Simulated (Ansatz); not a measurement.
Results of BLYP (Ansatz, a program for electronic structure, plane waves, PAW) for A15 Mo3Si.

Numerical settings: plane-wave cutoff 520 eV, 12×12×12 k mesh, Fermi–Dirac smearing 0.05 eV, no spin polarisation, scalar-relativistic PAW data made under PBE.

Computed points:

```csv
V (Å³/atom),E − E_lowest (meV/atom),P (GPa)
14.445,42.36,15.58
14.753,18.11,9.81
15.060,4.35,4.63
15.367,0.00,-0.01
15.675,4.08,-4.17
15.982,15.73,-7.90
16.289,34.15,-11.24
```

Estimate the bulk modulus from the pressures at 15.060 and 15.675 Å³/atom, and compare it with a fit to all energies.

B = −V dP/dV. Between V = 15.060 and 15.675 Å³/atom, dP/dV = (-4.17 − (4.63))/(15.675 − 15.060) = -14.3 GPa per Å³/atom; at the midpoint 15.367 Å³/atom this gives B ≈ 220 GPa. The third-order Birch–Murnaghan fit gives V0 = 15.367 Å³/atom, B0 = 220 GPa, B′ = 4.5, which lies within 1 % of that estimate.

The computed numbers hold no vibrational or temperature effects.
